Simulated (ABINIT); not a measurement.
## Pressure against volume in wurtzite GaN (space group 186) (ABINIT, LDA)

```xyz
4
Lattice="3.0659 0.0000 0.0000 -1.5330 2.6552 0.0000 0.0000 0.0000 4.9881" Properties=species:S:1:pos:R:3 pbc="T T T"
Ga     0.0000     1.7701     0.0000
Ga     1.5330     0.8851     2.4941
N      0.0000     1.7701     1.8805
N      1.5330     0.8851     4.3746
```

Method of the run: LDA (PW92), norm-conserving pseudopotentials (PseudoDojo nc-sr-04 LDA standard) (plane waves; ABINIT). Settings: pseudos = [Ga.upf, N.upf]; ecut = 55 Ha; ixc = 7; occopt = 3; tsmear = 0.00036749 Ha; ngkpt = 12 12 7; nshiftk = 1; shiftk = 0 0 0; potentials = PseudoDojo nc-sr-04 LDA standard; nband = 24; kptopt = 1; nstep = 60; tolvrs = 1e-12. The cell above is the first row's. The rows scale it uniformly. In all rows fractional positions and the k mesh are held.

```csv
V (Å^3/atom),P (GPa)
10.152,20.28
10.372,14.36
10.593,9.05
10.814,4.28
11.034,-0.01
11.255,-3.86
11.476,-7.31
11.696,-10.41
11.917,?
```

Task: Using a cubic, estimate the missing P at V = 11.917 from the other rows, showing the fit.

Result: With u = V - 10.9, the rows have u = -0.7480, -0.5280, -0.3070, -0.0860, 0.1340, 0.3550, 0.5760, 0.7960. Least squares gives P = 2.540 - 19.6339·u + 4.8546·u² - 0.7909·u³. Residuals (row less fit): 0.007, -0.017, 0.002, 0.015, -0.004, -0.006, 0.000, 0.002; standard error 0.012 (degrees of freedom: 4). The fitted pressure is zero at V0 = 11.03, where dP/dV = -18.38, so B0 = -V0·dP/dV = 203 GPa. At the withheld row, u = 1.0170, so P = 2.540 - 19.6339 × 1.0170 + 4.8546 × 1.0170² - 0.7909 × 1.0170³ = -13.239 GPa. The calculation gives -13.20 GPa, 0.039 GPa above the prediction (0.1 % of the range of P in the table). The row lies outside the fitted rows, so this is an extrapolation. From the scatter of the fitted rows alone, a prediction at this place has a standard error of 0.033 GPa, so the miss is 1.2 times that.

Carrying the step between the two nearest rows on in a straight line would have given -13.52, off by 0.32; series whose last step already gives the withheld value aren't shown. The scan was laid around a cell of about the measured size, scaled by a guess for this functional; axis ratios and inner coordinates come from that cell. The runs keep the symmetry of the cell, so they don't test it for distortions. The shape of the cell and the inner coordinates aren't relaxed, so V0 and B0 belong to this uniform scaling; a relaxed crystal lies no higher in energy and is usually softer (forces reach 0.03 eV/Å in these rows). Cutoffs and mesh are single choices, not tested for convergence of this quantity. Series with a scatter that would blur these digits, or in which a gap closes, are not shown.
